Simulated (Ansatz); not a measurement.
O on the 1x1 (111) surface of fcc Ag, one in a 2x2 cell, energies for each (29.8 Å²). Energies are against ½ O2(g), without zero-point or thermal terms; each row is named by its start.

The numbers are results of PBE (plane waves to 420 eV, PAW; Ansatz, a first-principles code), not measurements.

Problem. Which site binds most strongly?
(A) top Ag
(B) hollow Ag-Ag-Ag over Ag at depth 2.4 Å
(C) hollow Ag-Ag-Ag over Ag at depth 4.7 Å

Solution. C, hollow Ag-Ag-Ag over Ag at depth 4.7 Å. Adsorption energies: hollow Ag-Ag-Ag over Ag at depth 4.7 Å -0.33 eV; hollow Ag-Ag-Ag over Ag at depth 2.4 Å -0.20 eV; top Ag 1.22 eV.
